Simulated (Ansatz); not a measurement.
Consider TiC in the rock salt structure (space group Fm-3m, No. 225; a = 4.329 Å).

Method: Kohn–Sham DFT with the r2SCAN functional, run in Ansatz (a quantum-chemistry and plane-wave program) with PAW and 500 eV plane waves, scalar-relativistic without spin-orbit coupling, earlier PAW set.

One change was made to it. Results:

```
quantity                             base        after
-----------------------------  ----------  -----------
shortest interatomic distance    216.4 pm     232.0 pm
density                        4.90 g/cm³  12.66 g/cm³
band gap                             zero         zero
```

**Question.** What was done to the base?
A) Ti → Hf
B) C → Pb
C) C → Ge

**Answer.** A, Ti → Hf. For comparison, the shortest interatomic distance in the other runs: C → Ge gives 258.7 pm; C → Pb gives 284.3 pm.

With Pb present, leaving out spin-orbit coupling can change the band edges. Stability against distortions was not tested. As relaxed here, TiGe and TiPb are hypothetical phases, not in the database extracts checked. The final runs are not spin-polarised.
